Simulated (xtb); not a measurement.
xtb 6.7.1, GFN2-xTB: Si(Me)(OMe)(SiMe3)2 (CO[Si](C)([Si](C)(C)C)[Si](C)(C)C), 36 atoms. The geometry is a generated start, not checked to be a minimum at this level.

```
Item                       Value
-----------------  -------------
run flags                 --grad
method                  GFN2-xTB
--acc                1 (default)
--etemp (K)        300 (default)
basis functions               90
valence electrons             74
```

One run each on 1 thread. Values of broydamp tried: 0.02, 0.05, 0.1, 0.2, 0.4 (default), 0.6, 0.8, 1.

**Question.** Which value of broydamp needs the fewest SCC iterations, and what happens away from it?

**Answer.** Fewest SCC iterations, within one of each other: 0.4 (default) with 14, 0.6 with 14, 0.8 with 15. The count rises to 25 at 0.02. All converge to one solution.

```csv
broydamp,SCC iterations,end
0.02,25,same solution
0.05,21,same solution
0.1,18,same solution
0.2,16,same solution
0.4 (default),14,same solution
0.6,14,same solution
0.8,15,same solution
1,16,same solution
```
